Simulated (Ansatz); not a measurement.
Point defect Na interstitial in alpha quartz

All values below come from PBE, PAW (plane waves to 420 eV; Ansatz, a first-principles code). The supercell holds 72 host sites (2×2×2 repeats of the unit cell), with a 2×2×2 Γ-centred k-point sampling for the final energies. Site at the start: void with 4O nearest, no. 2. Finite-size correction: monopole term and site-potential alignment. Dielectric constants: PBE linear response of the host. Host gap at this level: 5.68 eV. These values are not converged in cell size to better than tenths of an eV. PBE underestimates the host's gap, which shifts levels and can delocalise carriers. Spin–orbit coupling is left out. Each state is the lowest found from its start.

The name describes the start; the neighbours show where the added atom ended.

| charge | moment (μB) | point group | largest move off a lattice site (Å) | neighbours of the added atom at the end (Å) | image correction with alignment (eV) |
|---|---|---|---|---|---|
| +1 | not spin-polarised | C2 | 0.41 | O 2.22, O 2.22, O 2.44, O 2.44, O 2.48, O 2.48 | 0.56 |
| 0* | quenched | C2 | 0.41 | O 2.23, O 2.23, O 2.44, O 2.44, O 2.50, O 2.50 | – |

* At this level the carrier isn't localised at the defect: at charge 0 electrons occupy the conduction band. Such a state is shallow or no state of the defect, and this cell gives it no level.

Point groups are those of the whole cell at tolerances of 0.03 and 0.1 Å ("near" where only the looser one holds); none is given for unsettled states.

Starting moments that weren't kept: charge 0 began with 1 μB and ended with 0.0.

No other site or start that was run ended lower by more than 0.1 eV.

Flagged in the runs: a doubtful potential alignment, a host whose relaxation on this sampling wasn't shown to rest, a strain field that reaches the edge of the cell.
